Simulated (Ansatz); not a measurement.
Start from SiC (space group P6_3mc, No. 186).

```
SiC
1.0
    3.09500     0.00000     0.00000
   -1.54750     2.68035     0.00000
    0.00000     0.00000    15.18649
Si C
6 6
Cartesian
  0.00000   0.00000  15.18381
  0.00000   0.00000   7.59056
  1.54750   0.89345  12.65177
  0.00000   1.78690   5.05852
  1.54750   0.89345   2.53009
  0.00000   1.78690  10.12334
  0.00000   0.00000  13.28014
  0.00000   0.00000   5.68689
  1.54750   0.89345  10.75353
  0.00000   1.78690   3.16029
  1.54750   0.89345   0.63195
  0.00000   1.78690   8.22519
```

Cartesian axes are those of the cell as printed.

All numbers come from PBE (Ansatz, a first-principles code, PAW, no spin-orbit coupling), earlier PAW set.

Base values:

- Shortest interatomic distance: 1.894 Å

Perturbation: the cell is compressed by 0.33 % along z with no lateral relaxation, atoms relaxed at fixed cell.

### Question
Estimate the effect on the energy relative to the base, stress and shortest interatomic distance.

### Answer
The energy hardly moves; the stress (xx, yy, zz, yz, xz, xy; compression positive) comes out as (0.17, 0.17, 1.77, 0.00, 0.00, 0.00) GPa; the shortest interatomic distance hardly moves (1.894 Å against 1.893 Å).

The cells carry an imposed strain or load. Whether these cells are dynamically stable was not tested.
